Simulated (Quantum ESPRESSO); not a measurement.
A relaxation of the atoms of LaAl3Cu (I4mm, 5 atoms in the cell) with Quantum ESPRESSO.

Computed with LDA (PZ), GBRV 1.5 ultrasoft (LDA) pseudopotentials (plane waves; Quantum ESPRESSO 7.5).

The input file:

```fortran
&CONTROL
   calculation = 'relax'
   prefix = 'pwscf'
   outdir = './tmp'
   pseudo_dir = './'
   forc_conv_thr = 3.9e-05
/
&SYSTEM
   ibrav = 0
   celldm(1) = 11.5315039908
   nat = 5
   ntyp = 3
   ecutwfc = 50
   ecutrho = 400
   occupations = 'smearing'
   smearing = 'gaussian'
   degauss = 0.0073499
/
&ELECTRONS
   conv_thr = 1.0d-10
   mixing_beta = 0.3
/
&IONS
/
ATOMIC_SPECIES
La   138.9055  la_lda_v1.uspp.F.UPF
Al    26.9815  al_lda_v1.uspp.F.UPF
Cu    63.5460  cu_lda_v1.2.uspp.F.UPF
CELL_PARAMETERS {alat}
  -0.3489269146     0.3489269146     0.8697700941
   0.3489269146    -0.3489269146     0.8697700941
   0.3489269146     0.3489269146    -0.8697700941
ATOMIC_POSITIONS {alat}
La    0.0000000000    0.0000000000    1.7592335227
Al    0.0000000000    0.0000000000    0.7008433464
Al    0.3489269146    0.0000000000    0.4288836334
Al    0.0000000000    0.3489269146    0.4288836334
Cu    0.0000000000    0.0000000000    1.0973367415
K_POINTS {automatic}
5 5 5  0 0 0
```

Log, with long lists cut:

```
     Self-consistent Calculation

     iteration #  1     ecut=    50.00 Ry     beta= 0.30

     Threshold (ethr) on eigenvalues was too large:
     Diagonalizing with lowered threshold

     negative rho (up, down):  8.073E-02 0.000E+00

     total energy              =    -525.82596602 Ry
     estimated scf accuracy    <       0.47241589 Ry

     iteration #  2     ecut=    50.00 Ry     beta= 0.30

     negative rho (up, down):  7.694E-02 0.000E+00

     total energy              =    -525.85499718 Ry
     estimated scf accuracy    <       0.07695613 Ry

     iteration #  3     ecut=    50.00 Ry     beta= 0.30

     negative rho (up, down):  7.337E-02 0.000E+00

     total energy              =    -525.86854787 Ry
     estimated scf accuracy    <       0.01650081 Ry

   [... 11 blocks of this kind left out ...]

     iteration # 15     ecut=    50.00 Ry     beta= 0.30

     negative rho (up, down):  6.483E-02 0.000E+00

     total energy              =    -525.87037470 Ry
     estimated scf accuracy    <          3.4E-09 Ry

     iteration # 16     ecut=    50.00 Ry     beta= 0.30

     negative rho (up, down):  6.483E-02 0.000E+00
     End of self-consistent calculation

     the Fermi energy is     9.6319 ev

!    total energy              =    -525.87037470 Ry
     estimated scf accuracy    <          5.8E-11 Ry
     smearing contrib. (-TS)   =      -0.00075137 Ry
     internal energy E=F+TS    =    -525.86962333 Ry

     convergence has been achieved in  16 iterations

     negative rho (up, down):  6.483E-02 0.000E+00

     Forces acting on atoms (cartesian axes, Ry/au):

     atom    1 type  1   force =     0.00000000    0.00000000   -0.02299647
     atom    2 type  2   force =     0.00000000    0.00000000    0.00548209
     atom    3 type  2   force =    -0.00000000    0.00000000    0.00868078
     atom    4 type  2   force =     0.00000000    0.00000000    0.00868078
     atom    5 type  3   force =     0.00000000    0.00000000    0.00015283

   [... lines left out ...]
     Total force =     0.026639     Total SCF correction =     0.000020
     the Fermi energy is     9.5853 ev
!    total energy              =    -525.87356797 Ry
     Total force =     0.000028     Total SCF correction =     0.000002
     bfgs converged in  12 scf cycles and  11 bfgs steps
     Final energy             =    -525.8735679713 Ry
   [... lines left out ...]
Begin final coordinates

ATOMIC_POSITIONS (alat)
La              -0.0000000000       -0.0000000000        1.7400077931
Al               0.0000000000        0.0000000000        0.7078612523
Al               0.3489269146       -0.0000000000        0.4323933800
Al              -0.0000000000        0.3489269146        0.4323933800
Cu              -0.0000000000       -0.0000000000        1.1025250721
End final coordinates

   JOB DONE.
```

The run converged.  The full log also holds: “c_bands:  1 eigenvalues not converged”. The full log also holds: “WARNING: bfgs curvature condition failed, Theta= 0.918”.

Summary of the result:
| Item | Result |
|---|---|
| Free energy E − TS | -7154.8744 eV |
| Fermi level (on the code's own zero) | 9.59 eV |
| Relaxation steps | 11 |

The starting cell comes from a database of computed structures (which also holds hypothetical and non-ambient phases and stackings), without a prior relaxation at this level. Its lattice was rescaled by up to half a per cent. For this run, on top of that: one atom moved by 0.15 angstrom. Spin polarisation is off. The relaxation keeps the symmetry of its start, so its end need not be a minimum.

Cost on one core of a shared machine: roughly 20 min.
